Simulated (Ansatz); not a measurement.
## Random Si-Ge alloy, 4x4x4 cubic cells, lattice parameter by Vegard's rule

Prepared with Tersoff's 1989 multicomponent potential (SiCGe.tersoff) in LAMMPS: minimisation. Geometry as solved with Ansatz (a quantum-chemistry and plane-wave program) with PBE, support functions at accuracy medium on the grid of 370 eV.

```xyz
512
Lattice="22.50 0.00 0.00 0.00 22.50 0.00 0.00 0.00 22.50" Properties=species:S:1:pos:R:3 pbc="T T T"
Si     0.05     0.00    -0.03
Si     1.38     1.40     1.36
Si     2.76     2.78     0.01
Ge     4.16     4.22     1.37
Ge     2.77     0.01     2.80
Ge     4.20     1.41     4.29
Ge    -0.02     2.84     2.74
Ge     1.45     4.23     4.20
Ge     0.04     0.03     5.63
Si     1.41     1.47     7.05
Si     2.79     2.82     5.67
Ge     4.21     4.24     7.05
Ge     2.83     0.08     8.44
Si     4.22     1.48     9.86
Si     0.04     2.80     8.47
Si     1.43     4.22     9.81
Ge    -0.06     0.00    11.25
Ge     1.42     1.42    12.66
Si     2.79     2.83    11.21
Ge     4.21     4.17    12.65
Si     2.80    -0.04    14.07
Ge     4.23     1.37    15.46
Si     0.01     2.79    14.09
Ge     1.38     4.22    15.49
Si     0.05     0.02    16.87
Si     1.39     1.37    18.31
Ge     2.81     2.79    16.93
Si     4.21     4.27    18.26
Si     2.75    -0.02    19.68
Ge     4.17     1.39    21.08
Si     0.03     2.79    19.67
Ge     1.39     4.21    21.08
Si    -0.07     5.60    -0.01
Ge     1.36     6.99     1.39
Ge     2.79     8.45    -0.02
Ge     4.22     9.84     1.46
Si     2.81     5.63     2.79
Ge     4.22     7.02     4.20
Ge    -0.03     8.44     2.84
Si     1.41     9.86     4.20
Ge     0.00     5.64     5.64
Si     1.38     7.02     7.09
Ge     2.76     8.44     5.64
Ge     4.19     9.86     7.09
Si     2.78     5.65     8.45
Si     4.20     7.02     9.79
Si     0.01     8.40     8.47
Ge     1.40     9.87     9.83
Ge     0.05     5.65    11.22
Si     1.45     7.05    12.64
Ge     2.87     8.45    11.25
Si     4.27     9.86    12.66
Ge     2.83     5.67    14.08
Si     4.25     7.07    15.49
Ge     0.06     8.44    14.06
Si     1.47     9.81    15.48
Si     0.01     5.63    16.89
Ge     1.44     7.03    18.26
Si     2.86     8.45    16.86
Si     4.19     9.84    18.28
Si     2.83     5.61    19.66
Ge     4.23     7.04    21.04
Ge     0.01     8.43    19.75
Si     1.43     9.88    21.07
Ge     0.04    11.28    -0.02
Si     1.45    12.65     1.40
Si     2.77    14.03    -0.01
Ge     4.16    15.46     1.38
Si     2.76    11.25     2.82
Ge     4.15    12.65     4.23
Ge     0.02    14.10     2.75
Si     1.43    15.45     4.21
Ge     0.05    11.26     5.63
Si     1.44    12.69     7.04
Si     2.77    14.08     5.64
Si     4.16    15.43     7.03
Si     2.80    11.31     8.45
Si     4.23    12.59     9.87
Si     0.01    14.04     8.38
Ge     1.41    15.44     9.79
Si     0.02    11.26    11.26
Si     1.41    12.62    12.64
Ge     2.84    14.02    11.26
Si     4.22    15.48    12.68
Ge     2.83    11.25    14.07
Si     4.19    12.70    15.50
Ge     0.02    14.05    14.02
Ge     1.43    15.49    15.50
Ge     0.04    11.21    16.85
Ge     1.44    12.67    18.29
Si     2.86    14.09    16.90
Si     4.23    15.45    18.31
Si     2.81    11.21    19.67
Ge     4.20    12.67    21.05
Si     0.00    14.09    19.65
Ge     1.39    15.47    21.09
Si    -0.05    16.86     0.00
Ge     1.40    18.21     1.40
Ge     2.80    19.65    -0.09
Ge     4.21    21.09     1.35
Si     2.80    16.85     2.85
Si     4.15    18.26     4.21
Ge     0.02    19.70     2.84
Si     1.43    21.08     4.24
Ge    -0.01    16.82     5.61
Ge     1.45    18.27     7.00
Si     2.82    19.69     5.57
Ge     4.21    21.10     6.99
Si     2.82    16.84     8.40
Ge     4.21    18.21     9.86
Ge    -0.01    19.68     8.42
Ge     1.41    21.11     9.85
Ge    -0.01    16.83    11.27
Ge     1.42    18.25    12.72
Ge     2.83    19.69    11.29
Si     4.21    21.11    12.72
Si     2.84    16.84    14.07
Ge     4.19    18.30    15.46
Ge    -0.01    19.71    14.13
Si     1.43    21.13    15.50
Si    -0.01    16.89    16.89
Ge     1.42    18.28    18.30
Si     2.78    19.71    16.86
Ge     4.20    21.08    18.29
Si     2.86    16.85    19.67
Si     4.23    18.27    20.99
Si     0.01    19.68    19.72
Si     1.38    21.10    21.06
Si     5.61    -0.04    -0.06
Ge     6.99     1.38     1.34
Ge     8.44     2.83    -0.05
Ge     9.83     4.27     1.42
Ge     8.42    -0.03     2.78
Ge     9.82     1.41     4.21
Ge     5.60     2.82     2.81
Ge     7.03     4.30     4.21
Si     5.64     0.04     5.68
Si     6.98     1.44     7.07
Ge     8.40     2.83     5.65
Ge     9.88     4.26     7.03
Ge     8.43     0.07     8.46
Si     9.87     1.39     9.89
Si     5.62     2.82     8.47
Si     7.02     4.18     9.82
Ge     5.57     0.07    11.32
Si     7.03     1.44    12.71
Ge     8.43     2.81    11.26
Si     9.83     4.21    12.66
Ge     8.46     0.01    14.07
Si     9.86     1.40    15.47
Si     5.64     2.80    14.07
Si     6.95     4.21    15.46
Si     5.61    -0.03    16.89
Ge     7.01     1.38    18.27
Ge     8.41     2.82    16.83
Ge     9.80     4.25    18.32
Ge     8.44    -0.02    19.74
Si     9.86     1.40    21.11
Ge     5.61     2.88    19.68
Si     7.06     4.25    21.06
Ge     5.68     5.63     0.00
Si     7.05     7.04     1.45
Ge     8.46     8.42     0.01
Si     9.86     9.82     1.43
Si     8.46     5.70     2.84
Si     9.87     7.04     4.22
Si     5.66     8.41     2.80
Ge     7.08     9.82     4.18
Si     5.61     5.65     5.63
Ge     7.01     7.09     7.01
Si     8.49     8.43     5.60
Si     9.84     9.82     6.98
Ge     8.41     5.64     8.46
Si     9.82     7.05     9.84
Si     5.59     8.44     8.48
Si     6.96     9.83     9.84
Ge     5.61     5.60    11.18
Ge     6.99     7.05    12.65
Ge     8.42     8.47    11.21
Ge     9.82     9.91    12.66
Ge     8.40     5.57    14.07
Ge     9.84     7.01    15.48
Si     5.58     8.45    14.06
Ge     7.00     9.88    15.42
Si     5.58     5.62    16.84
Ge     6.98     7.01    18.28
Ge     8.42     8.46    16.87
Ge     9.85     9.93    18.27
Si     8.41     5.66    19.72
Si     9.83     7.03    21.06
Si     5.58     8.46    19.63
Ge     7.02     9.83    21.02
Ge     5.63    11.25    -0.02
Ge     7.11    12.64     1.38
Si     8.44    14.10    -0.04
Ge     9.88    15.46     1.40
Si     8.49    11.21     2.77
Ge     9.89    12.61     4.19
Ge     5.62    14.04     2.78
Ge     7.03    15.49     4.19
Ge     5.64    11.24     5.63
Si     7.02    12.64     7.02
Ge     8.42    14.03     5.62
Ge     9.82    15.48     7.05
Ge     8.39    11.19     8.40
Ge     9.80    12.62     9.87
Ge     5.58    14.01     8.43
Ge     7.02    15.44     9.89
Si     5.64    11.24    11.26
Si     7.03    12.64    12.65
Si     8.41    14.02    11.28
Ge     9.85    15.42    12.67
Si     8.42    11.31    14.06
Si     9.85    12.64    15.45
Ge     5.62    14.06    14.07
Si     7.03    15.45    15.50
Ge     5.58    11.30    16.91
Si     7.02    12.68    18.32
Ge     8.46    14.05    16.88
Si     9.88    15.47    18.27
Si     8.40    11.29    19.66
Ge     9.83    12.69    21.05
Si     5.64    14.07    19.67
Si     7.02    15.42    21.07
Ge     5.61    16.86    -0.08
Ge     7.06    18.26     1.37
Si     8.41    19.69    -0.05
Ge     9.85    21.03     1.37
Si     8.45    16.86     2.78
Ge     9.87    18.27     4.13
Ge     5.58    19.64     2.82
Ge     6.98    21.11     4.25
Ge     5.55    16.86     5.63
Ge     7.04    18.24     7.06
Ge     8.45    19.66     5.61
Ge     9.85    21.10     7.05
Si     8.41    16.84     8.48
Ge     9.84    18.21     9.88
Ge     5.62    19.68     8.46
Ge     7.01    21.13     9.89
Si     5.60    16.83    11.29
Ge     6.97    18.29    12.69
Ge     8.46    19.71    11.30
Si     9.89    21.12    12.67
Ge     8.41    16.85    14.11
Ge     9.87    18.30    15.50
Si     5.58    19.72    14.07
Ge     7.02    21.06    15.50
Ge     5.63    16.87    16.91
Si     7.04    18.30    18.29
Si     8.42    19.65    16.91
Ge     9.86    21.06    18.27
Ge     8.43    16.84    19.67
Ge     9.87    18.29    21.09
Si     5.65    19.66    19.68
Si     7.00    21.05    21.10
Ge    11.28     0.01     0.00
Si    12.70     1.39     1.41
Ge    14.03     2.83    -0.01
Ge    15.44     4.25     1.44
Si    14.12     0.02     2.78
Si    15.47     1.39     4.23
Ge    11.29     2.81     2.80
Ge    12.70     4.26     4.23
Ge    11.27    -0.01     5.59
Ge    12.71     1.43     6.99
Si    14.13     2.83     5.60
Si    15.49     4.21     6.99
Ge    14.10    -0.01     8.43
Ge    15.49     1.48     9.84
Ge    11.26     2.79     8.47
Ge    12.71     4.23     9.85
Si    11.25     0.03    11.29
Si    12.69     1.40    12.63
Si    14.08     2.84    11.30
Si    15.50     4.19    12.66
Si    14.05     0.05    14.06
Si    15.46     1.39    15.44
Ge    11.25     2.78    14.03
Ge    12.70     4.17    15.50
Si    11.21     0.01    16.85
Ge    12.66     1.37    18.25
Si    14.11     2.74    16.87
Ge    15.44     4.19    18.31
Si    14.07    -0.01    19.66
Ge    15.47     1.41    21.05
Ge    11.25     2.81    19.71
Si    12.65     4.25    21.08
Ge    11.27     5.68    -0.03
Si    12.64     7.06     1.44
Ge    14.04     8.46     0.01
Ge    15.49     9.90     1.42
Si    14.04     5.69     2.79
Ge    15.48     7.04     4.21
Si    11.23     8.42     2.81
Ge    12.65     9.81     4.22
Si    11.27     5.67     5.61
Si    12.68     7.00     7.00
Si    14.05     8.40     5.64
Ge    15.46     9.84     6.99
Si    14.08     5.60     8.36
Ge    15.46     6.98     9.83
Ge    11.23     8.40     8.39
Ge    12.62     9.88     9.85
Ge    11.21     5.64    11.25
Ge    12.67     7.05    12.68
Ge    14.08     8.47    11.25
Si    15.50     9.88    12.62
Ge    14.12     5.61    14.08
Si    15.46     7.06    15.48
Ge    11.24     8.47    14.09
Ge    12.67     9.86    15.55
Ge    11.29     5.64    16.92
Si    12.70     7.03    18.30
Si    14.07     8.39    16.90
Ge    15.46     9.80    18.29
Si    14.02     5.61    19.69
Ge    15.46     7.02    21.06
Ge    11.26     8.45    19.69
Si    12.64     9.86    21.11
Ge    11.26    11.25     0.03
Si    12.68    12.64     1.45
Ge    14.10    14.03     0.03
Si    15.52    15.46     1.39
Si    14.04    11.27     2.82
Ge    15.47    12.69     4.19
Si    11.31    14.03     2.81
Si    12.68    15.41     4.19
Si    11.25    11.21     5.64
Ge    12.66    12.67     6.98
Si    14.08    14.10     5.60
Si    15.50    15.42     6.99
Ge    14.09    11.30     8.45
Si    15.51    12.67     9.87
Ge    11.24    14.06     8.46
Ge    12.69    15.45     9.89
Si    11.24    11.27    11.26
Ge    12.65    12.67    12.66
Si    14.10    14.02    11.25
Ge    15.46    15.44    12.65
Ge    14.11    11.25    14.08
Si    15.44    12.70    15.51
Si    11.23    14.03    14.10
Ge    12.62    15.44    15.52
Si    11.26    11.33    16.87
Si    12.64    12.70    18.27
Si    14.07    14.05    16.92
Si    15.46    15.41    18.31
Ge    14.03    11.27    19.71
Si    15.50    12.65    21.10
Si    11.25    14.08    19.64
Ge    12.63    15.46    21.09
Si    11.28    16.90     0.01
Si    12.68    18.27     1.35
Si    14.10    19.66     0.02
Si    15.46    21.06     1.43
Ge    14.05    16.83     2.77
Ge    15.52    18.24     4.19
Si    11.30    19.64     2.72
Ge    12.68    21.08     4.11
Ge    11.27    16.84     5.57
Ge    12.69    18.28     7.00
Ge    14.13    19.73     5.60
Si    15.52    21.14     7.01
Ge    14.11    16.84     8.40
Ge    15.45    18.32     9.86
Ge    11.25    19.66     8.47
Ge    12.66    21.10     9.91
Si    11.27    16.85    11.29
Si    12.59    18.29    12.65
Si    14.01    19.66    11.31
Ge    15.42    21.07    12.70
Ge    14.00    16.88    14.04
Ge    15.44    18.30    15.49
Si    11.24    19.70    14.03
Ge    12.63    21.11    15.44
Si    11.26    16.88    16.93
Si    12.65    18.28    18.26
Si    14.00    19.68    16.87
Ge    15.43    21.09    18.24
Ge    14.09    16.89    19.68
Si    15.47    18.27    21.15
Si    11.29    19.65    19.65
Ge    12.71    21.05    21.07
Ge    16.87     0.00     0.05
Si    18.28     1.46     1.39
Si    19.66     2.83     0.02
Si    21.03     4.25     1.38
Ge    19.65     0.04     2.78
Ge    21.06     1.45     4.23
Ge    16.90     2.82     2.86
Si    18.31     4.24     4.26
Si    16.86     0.04     5.64
Si    18.25     1.43     7.01
Si    19.64     2.83     5.65
Ge    21.10     4.16     7.06
Si    19.68     0.08     8.39
Si    21.10     1.41     9.77
Si    16.87     2.84     8.37
Ge    18.24     4.23     9.83
Ge    16.87     0.00    11.26
Ge    18.28     1.42    12.71
Ge    19.70     2.78    11.20
Ge    21.14     4.19    12.65
Ge    19.74    -0.02    14.10
Si    21.18     1.38    15.48
Si    16.82     2.80    14.07
Ge    18.24     4.21    15.44
Si    16.83     0.00    16.83
Ge    18.23     1.40    18.25
Ge    19.72     2.79    16.83
Ge    21.13     4.22    18.29
Ge    19.70     0.00    19.67
Ge    21.12     1.44    21.12
Si    16.90     2.83    19.70
Si    18.29     4.17    21.10
Ge    16.91     5.60    -0.01
Ge    18.31     7.04     1.44
Si    19.71     8.42     0.00
Ge    21.06     9.87     1.39
Si    19.70     5.60     2.84
Si    21.08     6.99     4.19
Si    16.87     8.46     2.81
Ge    18.26     9.90     4.17
Si    16.87     5.58     5.60
Ge    18.27     7.01     6.99
Ge    19.70     8.42     5.56
Ge    21.13     9.79     7.04
Ge    19.72     5.66     8.46
Si    21.10     7.08     9.86
Ge    16.90     8.45     8.46
Si    18.28     9.84     9.90
Si    16.86     5.59    11.28
Si    18.26     7.02    12.58
Si    19.66     8.42    11.23
Ge    21.07     9.85    12.63
Ge    19.66     5.64    14.01
Ge    21.10     7.01    15.49
Ge    16.86     8.42    14.01
Ge    18.28     9.86    15.43
Ge    16.86     5.68    16.90
Si    18.26     7.05    18.33
Ge    19.66     8.43    16.92
Ge    21.08     9.87    18.33
Ge    19.67     5.64    19.73
Si    21.09     7.03    21.15
Si    16.89     8.43    19.69
Ge    18.28     9.84    21.12
Si    16.89    11.31     0.00
Si    18.28    12.69     1.39
Si    19.67    14.08     0.04
Si    21.05    15.50     1.38
Si    19.64    11.30     2.75
Ge    21.08    12.65     4.17
Si    16.90    14.08     2.77
Si    18.26    15.46     4.16
Si    16.85    11.26     5.60
Ge    18.22    12.65     7.04
Ge    19.66    14.09     5.61
Si    21.12    15.42     7.04
Ge    19.67    11.21     8.47
Ge    21.13    12.67     9.85
Si    16.83    14.06     8.45
Si    18.24    15.43     9.80
Si    16.89    11.25    11.25
Si    18.26    12.60    12.65
Ge    19.64    14.07    11.27
Si    21.07    15.46    12.67
Si    19.66    11.26    14.01
Ge    21.07    12.62    15.43
Ge    16.90    14.03    14.10
Si    18.30    15.46    15.47
Ge    16.85    11.28    16.87
Ge    18.26    12.68    18.35
Ge    19.71    14.09    16.89
Si    21.16    15.47    18.26
Si    19.68    11.27    19.72
Ge    21.07    12.73    21.08
Si    16.82    14.07    19.73
Ge    18.25    15.47    21.13
Si    16.85    16.90     0.03
Si    18.25    18.25     1.42
Ge    19.71    19.61     0.01
Ge    21.13    21.12     1.38
Si    19.63    16.85     2.77
Ge    21.02    18.26     4.20
Si    16.87    19.66     2.76
Ge    18.22    21.09     4.21
Si    16.88    16.79     5.58
Ge    18.27    18.23     6.97
Si    19.64    19.68     5.60
Ge    21.03    21.11     7.00
Ge    19.69    16.81     8.43
Ge    21.06    18.28     9.88
Ge    16.89    19.72     8.40
Ge    18.35    21.13     9.83
Ge    16.90    16.87    11.22
Ge    18.29    18.33    12.68
Si    19.71    19.72    11.28
Si    21.08    21.06    12.66
Ge    19.72    16.87    14.11
Si    21.10    18.28    15.54
Si    16.86    19.69    14.09
Ge    18.28    21.06    15.51
Ge    16.87    16.80    16.88
Ge    18.31    18.26    18.28
Si    19.70    19.65    16.88
Ge    21.14    21.06    18.25
Ge    19.77    16.85    19.70
Si    21.16    18.27    21.10
Ge    16.84    19.65    19.71
Ge    18.29    21.07    21.11
```
